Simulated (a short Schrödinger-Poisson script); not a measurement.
Structure: symmetric double-gate stack, HfO2 on p-type Ge(111), at 77 K.

```
layer  material  thickness (nm)  Na (cm⁻³)
-----  --------  --------------  ---------
1          HfO2             8.5          -
2            Ge               3       8e17
3          HfO2             8.5          -
```

Constants are typed, rounded textbook-type inputs, not results; the design itself was drawn at random and stands for no fabricated device. HfO2: permittivity 22, conduction-band edge (eV) 1.5, gap (eV) 5.7, electron mass (mₑ) 0.2. Ge: permittivity 16, conduction-band edge (eV) 0, gap (eV) 0.664, Nv at 300 K (cm⁻³) 6e18.

Channel valleys (confinement mass, in-plane density-of-states mass, number): L1 1.59, 0.08, 1; L3 0.09, 0.34, 3. At the gates, both at one voltage, the conduction-band edge of layer 1 lies 1.7 eV − eVg above the Fermi level of the channel. Gaps are held at their typed values at every temperature. Mesh 0.03 nm at interfaces.

Solved with a short Schrödinger-Poisson script written for these runs: 1D Poisson equation in equilibrium, electrons quantum, Hartree (BenDaniel-Duke, 12 states a valley, the channel's in-plane mass for all, wave functions ending at the dielectric), parabolic valleys, classical holes, full ionisation, no traps, pinning or gate leakage.

The same stack at other levels of the model or other numerical settings:

| run | sheet density of all electrons at Vg = 0.9 V (cm⁻²) | sheet density of all electrons at Vg = 0.3 V (cm⁻²) | capacitance of both gates at Vg = 0.9 V (μF/cm²) | rough cost against the base |
|---|---|---|---|---|
| base | 1.17e13 | 9.24e11 | 3.23 | about 1 |
| electrons treated as classical, Boltzmann | 1.85e13 | 2.15e12 | 4.48 | 0.1 |
| electrons treated as classical, Fermi-Dirac | 1.59e13 | 1.86e12 | 3.88 | 0.4 |
| mesh six times as coarse | 1.17e13 | 9.25e11 | 3.27 | 0.5 |
| one subband a valley | 9.53e12 | 9.24e11 | 2.30 | 0.5 |

The classical rows ignore confinement, and Boltzmann statistics overrate the density once the band edge passes the Fermi level.

Only the L valleys are kept; under strong confinement the Δ valleys of Ge fill too.
